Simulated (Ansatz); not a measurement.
The starting structures come from a database of crystals and need not be the phases stable at ambient conditions.

 Where the default PAW files enter, the runs use the earlier of Ansatz's two default sets.

Crystal: K2Pb(SO4)2 (R-3m, not sure to be the ambient phase, 13 atoms a cell, 14.2 Å³ an atom, -3 GPa at this level); planes in its conventional cell.

Level of theory: r2SCAN (plane waves, PAW; Ansatz, an electronic-structure program).

The gap is the functional's own, uncorrected, and κ follows it; spin-orbit coupling is left out. Mid-gap values are interpolated between the computed energies.

```tsv
plane	area of the cell (Å²)	mid-gap κ (1/Å)	largest κ in the gap (1/Å)
(001)	26.4	0.54	0.56
(101)	39.5	___	___
```

**Question.** The slowest decay depends on the direction. Supply the withheld values.

**Answer.** 
- (101), mid-gap κ (1/Å): 0.45
- (101), largest κ in the gap (1/Å): 0.45
